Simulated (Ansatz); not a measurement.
# YRh2 (Fd-3m, No. 227)

All values below come from PBEsol (Ansatz, a first-principles code, plane waves, PAW).

Settings: plane-wave cutoff 500 eV, 14×14×14 k mesh, Fermi–Dirac smearing 0.1 eV, no spin polarisation, scalar-relativistic PAW data made under PBE.

Cell (relaxed at this level):

```yaml
crystal:
  lattice:
    - [0.00000, 3.72269, 3.72269]
    - [3.72269, 0.00000, 3.72269]
    - [3.72269, 3.72269, 0.00000]
  atoms:
    - { symbol: Y, position: [0.50000, 0.50000, 0.50000] }
    - { symbol: Y, position: [0.75000, 0.75000, 0.75000] }
    - { symbol: Rh, position: [0.62500, 0.12500, 0.12500] }
    - { symbol: Rh, position: [0.12500, 0.12500, 0.62500] }
    - { symbol: Rh, position: [0.12500, 0.62500, 0.12500] }
    - { symbol: Rh, position: [0.12500, 0.12500, 0.12500] }
```

```
Property  Result
--------  ------
band gap    none
```

Spin–orbit coupling is not included.

Cost on a shared machine: around 5 core-minutes (rough).
